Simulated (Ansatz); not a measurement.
AlB2-type MgB2 was calculated with PBE in Ansatz (plane waves, PAW).

Numerical settings: plane-wave cutoff 520 eV, 24×24×18 k mesh (along the axes of the cell as run), Fermi–Dirac smearing 0.084 eV (set by the program), scalar-relativistic PAW data made under PBE.

Computed at the level's own relaxed cell.

Hill averages of the elastic tensor: K = 147.6 GPa, G = 119.8 GPa. Volume 9.623 Å³/atom, mean atomic mass 15.309 u.

Task: Work out the density, the sound velocities of a polycrystal and the elastic Debye temperature, and Pugh's ratio at this level.

Result: ρ = 1.66054 × 15.309/9.623 = 2.642 g/cm³. v_l = √[(K + 4G/3)/ρ] = 10.785 km/s and v_t = √(G/ρ) = 6.734 km/s. The mean follows from 3/v_m³ = 1/v_l³ + 2/v_t³: v_m = 7.419 km/s. Θ_D = (ħ/k_B) v_m (6π²/V)^(1/3) = 76.38 K Å s/km × 7.419 × 1.8325 Å⁻¹ = 1038 K, counting all atoms of the cell. K/G = 1.23, to be set beside Pugh's rough bound of 1.75 between brittle and ductile metals.

Ansatz is an electronic-structure program.
